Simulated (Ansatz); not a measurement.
rock-salt TiN (0 0 1) on silicon (0 0 1), C on 2 of 5 substrate sites at each interface (film strained to the substrate, started from cuts of the bulks and a machine-learned relaxation; slabs Si56C4 and N48Ti48, which can lie off the formulas)

A periodic stack without vacuum, rock-salt TiN (0 0 1) on silicon (0 0 1), C on 2 of 5 substrate sites at each interface (film strained to the substrate, started from cuts of the bulks and a machine-learned relaxation; slabs Si56C4 and N48Ti48, which can lie off the formulas): substrate slab Si56C4, film N48Ti48, surface cells [[-3, -1], [-1, -2]] and [[0, -2], [4, 2]], film strained by +1.8 and +1.8 %, outermost planes Si/Si and NTi/NTi as cut, which need not be the usual terminations and can put a slab off its formula.

The start was prepared with a machine-learned potential, and the result is one local minimum, with the in-plane cell held and forces under 0.04 eV/Å; the film can end far from its bulk form.

These are PBE (plane waves to 420 eV, PAW; Ansatz, an electronic-structure program) values and carry that method's errors. No spin–orbit coupling; the runs are not spin-polarised; PBE gaps are too small against experiment. Its k-point mesh 3×3×1, Fermi–Dirac width 0.05 eV.

| Property | Result |
|---|---|
| interface area | 74.8 Å² |
| period | 28.83 Å |
| heights between the nearest atoms of the two slabs at the two interfaces | 1.63 and 1.63 Å |
| Si–Ti contacts across the interfaces within 1.22 times the sum of covalent radii | 28, mean 3.05 Å |
| N–Si contacts across the interfaces within 1.22 times the sum of covalent radii | 6, mean 1.84 Å |
| C–Ti contacts across the interfaces within 1.22 times the sum of covalent radii | 4, mean 2.14 Å |
| hole barrier (PBE) | 0.36 eV |
| electron barrier (PBE) | 0.25 eV |

```
CELL_PARAMETERS angstrom
      8.64903    -0.00091     0.03509
      0.00083     8.64515    -0.29947
     -1.59684    -0.16005    28.84288
ATOMIC_POSITIONS crystal
  Si 0.76379 0.53787 0.07172
  Si 0.40749 0.71969 0.07609
  Si 0.61396 0.14755 0.07761
  Si 0.22447 0.33968 0.07375
  Si 0.06700 0.91272 0.07146
  C  0.55252 0.56989 0.04871
  C  0.23836 0.81979 0.04720
  Si 0.48374 0.36238 0.03774
  Si 0.96974 0.35212 0.03631
  Si 0.83821 0.09906 0.03555
  Si 0.94300 0.24304 0.16840
  Si 0.52747 0.44602 0.17129
  Si 0.73637 0.84873 0.16642
  Si 0.33823 0.04192 0.16910
  Si 0.11385 0.64447 0.16873
  Si 0.72800 0.34520 0.12664
  Si 0.31337 0.54108 0.12626
  Si 0.52422 0.93399 0.11960
  Si 0.13794 0.13447 0.11974
  Si 0.91642 0.73839 0.11505
  Si 0.84381 0.55703 0.26389
  Si 0.44725 0.75852 0.26232
  Si 0.65188 0.15716 0.26392
  Si 0.24853 0.35822 0.26428
  Si 0.04960 0.95801 0.26335
  Si 0.64123 0.65623 0.21519
  Si 0.23578 0.84903 0.21494
  Si 0.44157 0.24916 0.21766
  Si 0.03785 0.45019 0.21757
  Si 0.84366 0.05069 0.21545
  Si 0.96880 0.27299 0.35956
  Si 0.56329 0.46582 0.35930
  Si 0.76314 0.87287 0.35684
  Si 0.36089 0.07131 0.35904
  Si 0.16669 0.67187 0.35694
  Si 0.75729 0.36342 0.31218
  Si 0.36073 0.56496 0.31064
  Si 0.55277 0.96489 0.31057
  Si 0.15497 0.16410 0.31114
  Si 0.95604 0.76379 0.31022
  Si 0.89103 0.58092 0.44825
  Si 0.47665 0.77706 0.44780
  Si 0.68055 0.18807 0.45490
  Si 0.28814 0.38364 0.45938
  Si 0.06676 0.98742 0.45479
  Si 0.67707 0.67606 0.40319
  Si 0.26151 0.87889 0.40608
  Si 0.46832 0.27325 0.40807
  Si 0.09058 0.47765 0.40576
  Si 0.86655 0.08008 0.40544
  C  0.96630 0.30209 0.52732
  C  0.65210 0.55203 0.52577
  Si 0.72064 0.75967 0.53673
  Si 0.36613 0.02276 0.53888
  Si 0.23487 0.76959 0.53811
  Si 0.79718 0.40234 0.49845
  Si 0.44097 0.58417 0.50258
  Si 0.59056 0.97460 0.49688
  Si 0.13770 0.20938 0.50304
  Si 0.97998 0.78233 0.50075
  N  0.20811 0.54516 0.67775
  N  0.70882 0.54592 0.67701
  N  0.45965 0.79525 0.67726
  N  0.95916 0.79527 0.67693
  N  0.20768 0.04660 0.67776
  N  0.70801 0.04662 0.67650
  N  0.45841 0.29547 0.67789
  N  0.95754 0.29708 0.67861
  N  0.44358 0.53136 0.60599
  N  0.94706 0.54017 0.60514
  N  0.69801 0.78953 0.59883
  N  0.19956 0.78024 0.60067
  N  0.43846 0.03694 0.59997
  N  0.94429 0.03897 0.60444
  N  0.69430 0.28523 0.60276
  N  0.19624 0.28801 0.60658
  N  0.23354 0.56614 0.82314
  N  0.73336 0.56589 0.82288
  N  0.48338 0.81605 0.82283
  N  0.98380 0.81606 0.82232
  N  0.23378 0.06561 0.82306
  N  0.73320 0.06614 0.82383
  N  0.48338 0.31577 0.82417
  N  0.98406 0.31613 0.82444
  N  0.47131 0.55623 0.75165
  N  0.97116 0.55594 0.75141
  N  0.72137 0.80634 0.75034
  N  0.22051 0.80602 0.75007
  N  0.47144 0.05595 0.75070
  N  0.97090 0.05654 0.75146
  N  0.72126 0.30609 0.75169
  N  0.22093 0.30601 0.75222
  N  0.25763 0.58197 0.96940
  N  0.76121 0.59069 0.96855
  N  0.51046 0.83677 0.97177
  N  0.00845 0.83397 0.96795
  N  0.26045 0.08304 0.97010
  N  0.76614 0.08513 0.97446
  N  0.50659 0.33246 0.97559
  N  0.00521 0.34152 0.97380
  N  0.49579 0.57614 0.89754
  N  0.99656 0.57693 0.89676
  N  0.74628 0.82664 0.89665
  N  0.24714 0.82494 0.89592
  N  0.49665 0.07543 0.89800
  N  0.99695 0.07557 0.89676
  N  0.74507 0.32682 0.89729
  N  0.24552 0.32675 0.89756
  Ti 0.46479 0.54758 0.67925
  Ti 0.95186 0.54434 0.67859
  Ti 0.70971 0.79718 0.67683
  Ti 0.21004 0.79875 0.67807
  Ti 0.45704 0.04210 0.67670
  Ti 0.95740 0.04822 0.67836
  Ti 0.71669 0.29576 0.67870
  Ti 0.19963 0.29372 0.68002
  Ti 0.19505 0.52497 0.60988
  Ti 0.69394 0.52011 0.60408
  Ti 0.45266 0.76998 0.60880
  Ti 0.95123 0.77883 0.60738
  Ti 0.17861 0.05403 0.60898
  Ti 0.70885 0.05269 0.60739
  Ti 0.44477 0.29525 0.61032
  Ti 0.94813 0.29467 0.59557
  Ti 0.48345 0.56775 0.82418
  Ti 0.98441 0.56858 0.82430
  Ti 0.73328 0.81794 0.82447
  Ti 0.23390 0.81340 0.82211
  Ti 0.48409 0.06417 0.82538
  Ti 0.98312 0.06503 0.82448
  Ti 0.73296 0.31438 0.82561
  Ti 0.23448 0.31804 0.82485
  Ti 0.22018 0.55349 0.75022
  Ti 0.72133 0.55404 0.75038
  Ti 0.47162 0.80775 0.74893
  Ti 0.97020 0.80397 0.74967
  Ti 0.22170 0.05709 0.75002
  Ti 0.72042 0.05817 0.74914
  Ti 0.47136 0.30416 0.75007
  Ti 0.97075 0.30872 0.75235
  Ti 0.51088 0.60185 0.97047
  Ti 0.00972 0.59704 0.96465
  Ti 0.75996 0.82676 0.96424
  Ti 0.25653 0.82719 0.97899
  Ti 0.49579 0.06922 0.96708
  Ti 0.02614 0.06814 0.96556
  Ti 0.75179 0.35189 0.96572
  Ti 0.25389 0.34308 0.96712
  Ti 0.25263 0.57821 0.89592
  Ti 0.74008 0.57469 0.89528
  Ti 0.48809 0.82623 0.89582
  Ti 0.00484 0.82844 0.89452
  Ti 0.24713 0.07327 0.89614
  Ti 0.74775 0.07980 0.89784
  Ti 0.49467 0.32503 0.89773
  Ti 0.99495 0.32330 0.89646
```
